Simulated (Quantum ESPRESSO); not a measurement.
Checking a run of Quantum ESPRESSO on Cl₂ (Cmce, 4 atoms in the cell). The aim is a self-consistent single point with DFT, PBEsol, plane waves, GBRV 1.5 ultrasoft (PBESOL) pseudopotentials.

The input file:

```fortran
&control
  calculation = 'scf'
  prefix = 'run'
  outdir = './out'
  pseudo_dir = './'
  tprnfor = .true.
  tstress = .true.
/
&system
  ibrav = 9
  celldm(1) = 11.8863773239
  celldm(2) = 0.715421303657
  celldm(3) = 1.305246422893
  nat = 3
  ntyp = 1
  ecutwfc = 40
  ecutrho = 200
  occupations = 'smearing'
  smearing = 'cold'
  degauss = 0.0073499
/
&electrons
  conv_thr = 1.0d-10
/
ATOMIC_SPECIES
Cl    35.4500  cl_pbesol_v1.4.uspp.F.UPF
ATOMIC_POSITIONS crystal
Cl   -0.8700000000    0.1300000000   -0.1000000000
Cl   -0.6300000000    0.3700000000   -0.6000000000
Cl   -0.1300000000    0.8700000000   -0.9000000000
Cl   -0.3700000000    0.6300000000   -0.4000000000
K_POINTS automatic
6 6 3  0 0 0
```

Output (repeated stretches shortened):

```
     G-vector sticks info
     --------------------
     sticks:   dense  smooth     PW     G-vecs:    dense   smooth      PW
     Sum         809     639    205                37473    26765    4687

     bravais-lattice index     =            9
     lattice parameter (alat)  =      11.8864  a.u.
   [... lines left out ...]

     atomic species   valence    mass     pseudopotential
     Cl                7.00    35.45000     Cl( 1.00)

      2 Sym. Ops. (no inversion) found

   Cartesian axes

     site n.     atom                  positions (alat units)
         1        Cl     tau(   1) = (  -0.5000000  -0.2647059  -0.1305246  )
         2        Cl     tau(   2) = (  -0.5000000  -0.0930048  -0.7831479  )
         3        Cl     tau(   3) = (  -0.5000000   0.2647059  -1.1747218  )

     number of k points=    34  Marzari-Vanderbilt smearing, width (Ry)=  0.0073
                       cart. coord. in units 2pi/alat
        k(    1) = (   0.0000000   0.0000000   0.0000000), wk =   0.0185185
        k(    2) = (   0.0000000   0.0000000   0.2553796), wk =   0.0370370
        k(    3) = (  -0.1666667   0.2329630   0.0000000), wk =   0.0740741
   [... 31 lines left out ...]

     Dense  grid:    37473 G-vectors     FFT dimensions: (  36,  36,  72)

     Smooth grid:    26765 G-vectors     FFT dimensions: (  30,  30,  64)

     Initial potential from superposition of free atoms

     starting charge      21.0000, renormalised to      21.0000

     negative rho (up, down):  4.595E-02 0.000E+00
     Self-consistent Calculation

     iteration #  1     ecut=    40.00 Ry     beta= 0.70

     negative rho (up, down):  4.607E-02 0.000E+00

     total energy              =     -99.13086863 Ry
     estimated scf accuracy    <       0.51728869 Ry

     iteration #  2     ecut=    40.00 Ry     beta= 0.70

     negative rho (up, down):  4.626E-02 0.000E+00

     total energy              =     -98.94091626 Ry
     estimated scf accuracy    <       7.31787821 Ry

     iteration #  3     ecut=    40.00 Ry     beta= 0.70

     negative rho (up, down):  4.619E-02 0.000E+00

     total energy              =     -99.51204205 Ry
     estimated scf accuracy    <       0.10326268 Ry

   [... 11 blocks of this kind left out ...]

     iteration # 15     ecut=    40.00 Ry     beta= 0.70

     negative rho (up, down):  4.579E-02 0.000E+00

     total energy              =     -99.50436400 Ry
     estimated scf accuracy    <          6.7E-10 Ry

     iteration # 16     ecut=    40.00 Ry     beta= 0.70

     negative rho (up, down):  4.579E-02 0.000E+00
     End of self-consistent calculation

     the Fermi energy is    -1.8006 ev

!    total energy              =     -99.50436400 Ry
     estimated scf accuracy    <          4.2E-12 Ry
     smearing contrib. (-TS)   =       0.00038451 Ry
     internal energy E=F+TS    =     -99.50474851 Ry

     convergence has been achieved in  16 iterations

     negative rho (up, down):  4.579E-02 0.000E+00

     Forces acting on atoms (cartesian axes, Ry/au):

     atom    1 type  1   force =     0.00000000   -0.01367739    0.01903906
     atom    2 type  1   force =     0.00000000    0.00260922   -0.01113544
     atom    3 type  1   force =     0.00000000    0.01106817   -0.00790362

     Total force =     0.029417     Total SCF correction =     0.000003

     negative rho (up, down):  4.579E-02 0.000E+00
          total   stress  (Ry/bohr**3)                   (kbar)     P=      -20.29
  -0.00008127   0.00000000   0.00000000          -11.95        0.00        0.00
   0.00000000  -0.00015588   0.00007292            0.00      -22.93       10.73
   0.00000000   0.00007292  -0.00017669            0.00       10.73      -25.99

   JOB DONE.
```

**Question.** Is this run sound? If not, what is wrong?

**Answer.** The run is not sound. The fault is an atom count that does not match the list of atoms. The program trusts the stated count: too many runs off the end of the list, too few can drop atoms without a word. To fix it, make the count match the list. The run converged in 16 iterations without an error; against the sound input the free energy goes up by 462 meV/atom, the pressure goes from -0.87 to -2.03 GPa, the largest force goes from 0.174 to 0.603 eV/Å and no clean gap remains on the mesh (levels overlap or are partly filled), against 2.44 eV before. The full log also holds: “Warning: card CL   -0.3700000000    0.6300000000   -0.4000000000 ignored”.

An input that runs soundly differs in these lines (not the only fix; some lines may just follow from the change or write a value another way):
```diff
-  nat = 3
+  nat = 4
```

With that input, the run converged in 9 iterations: free energy E − TS -1806.9494 eV; top of the valence band (on the code's own zero) 0.42 eV; gap on the k-point mesh 2.44 eV; pressure -0.87 GPa; largest force (vector length) 0.174 eV/Å (DFT, PBEsol, plane waves, GBRV 1.5 ultrasoft (PBESOL) pseudopotentials).

On the sound input: the starting cell comes from a database of published, mostly measured structures (it also holds non-ambient and calculated ones), without a prior relaxation at this level.
